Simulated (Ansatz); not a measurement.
We consider fluorite CoSi₂, described by r²SCAN (Ansatz, a first-principles code, plane waves, PAW).

Run with plane-wave cutoff 560 eV, 18×18×18 k mesh, Fermi–Dirac smearing 0.05 eV, no spin polarisation, scalar-relativistic PAW data made under PBE.

Cell (relaxed at this level):

```yaml
crystal:
  lattice:
    - [0.00000, 2.65751, 2.65751]
    - [2.65751, 0.00000, 2.65751]
    - [2.65751, 2.65751, 0.00000]
  atoms:
    - { symbol: Co, position: [0.00000, 0.00000, 0.00000] }
    - { symbol: Si, position: [0.25000, 0.25000, 0.25000] }
    - { symbol: Si, position: [0.75000, 0.75000, 0.75000] }
```

What does this level give for the bulk modulus B0 and pressure derivative B′ of the bulk modulus?


- bulk modulus B0 = 197 GPa
- pressure derivative B′ of the bulk modulus = 4.5

The run finds no gap.
